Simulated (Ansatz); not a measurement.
We look at the surface energy of the Si(111) slab with 2 F, the mean of its two faces, with the listed reservoirs for the atoms in excess. Reaction: 10 Si (diamond) + F2 (gas) → cell A.

Cell A: a slab of Si (diamond, Fd-3m) cut along (111), 12 atoms, hexagonal cell of 3.87 Å (13.0 Å²), symmetry P-3m1 within 0.02 Å, 16.6 Å thick under 16 Å of vacuum, in-plane vectors held at the crystal's; planes from bottom to top: F | Si × 10 | F; added, foreign or displaced atoms, above the top plane and below the bottom plane: two times F bound to 1 Si at 1.62 Å; spin state with PBE: run without spin, k-point mesh 9×9×1.
```xyz
12
Lattice="3.8677 0.0000 0.0000 1.9338 3.3495 0.0000 0.0000 0.0000 32.6440" Properties=species:S:1:pos:R:3 pbc="T T T"
Si     1.4504     0.8374    10.4029
Si     5.3180     3.0704     9.6458
Si     3.3842     1.9539    13.5612
Si     1.4504     0.8374    12.7725
Si     5.3180     3.0704    16.7161
Si     3.3842     1.9539    15.9279
Si     1.4504     0.8374    19.8715
Si     5.3180     3.0704    19.0828
Si     3.3842     1.9539    22.9982
Si     1.4504     0.8374    22.2411
F      5.3180     3.0704     8.0245
F      3.3842     1.9539    24.6195
```

Reference: Si (diamond, Fd-3m), 2 atoms in the cell, the relaxed perfect crystal repeated, atoms not moved again, k-point mesh 9×9×9 on the run's own vectors.

Reference: an isolated F2 molecule (singlet) in a box of 11 × 11 × 13 Å.

All numbers come from Ansatz (a first-principles code), plane waves with PAW, its PAW set soft_1, cutoff 420 eV. The structures are at rest with PBE, within the held lattices; other levels are single points on them. HSE06 runs on coarser k-point meshes, mended by the PBE difference between the two meshes. Neutral cells; Fermi-Dirac smearing of at most 0.05 eV in the solids, energies taken to zero width. The lattices are those relaxed with PBE, so at other levels the solids can be strained. A dispersion term (D3(BJ), or D4 for r2SCAN) was computed beside these levels and is taken off wherever the name lacks it. Space groups of crystals are read within 0.01 Å. Nuclei at rest; no vibrational terms. Cells are local rest points, mostly with their start's symmetry. No correction for cell size. Cell A has symmetry P-3m1 within 0.02 Å and got no random move, so less symmetric positions, which may lie lower, weren't tried.

Predict the value from HSE06.

-4.46 J/m², for 10 Si (diamond) + F2 (gas) → cell A.
